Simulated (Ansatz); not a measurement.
## A constructed model of the (100) surface of bcc Fe, ferromagnetic, a pseudomorphic layer of Si in the host's stacking (bottom of the slab: a bare face, its two planes held)

Computed with PBE (plane waves to 420 eV, PAW; Ansatz, a first-principles code).

Set-up: 7 atoms, 8.7 Å thick at the start (thin: gaps and levels are the slab's own); mesh 13x13x1; 0.1 eV smearing; dipole correction on; 2 atoms held, the rest relaxed; start symmetry kept, larger cells not searched; spin-polarised, ending with about 14.3 μB a cell; orders that need a larger cell were not tried, no spin-orbit, no U. It is one candidate, not shown to be the stable structure of the face.

| Quantity | Value |
|---|---|
| work function of the top face | 4.59 eV |
| energy released by relaxation | 0.23 eV |
| magnetic moment of the cell | 14.31 μB |
| cost | very roughly 6 core-minutes |
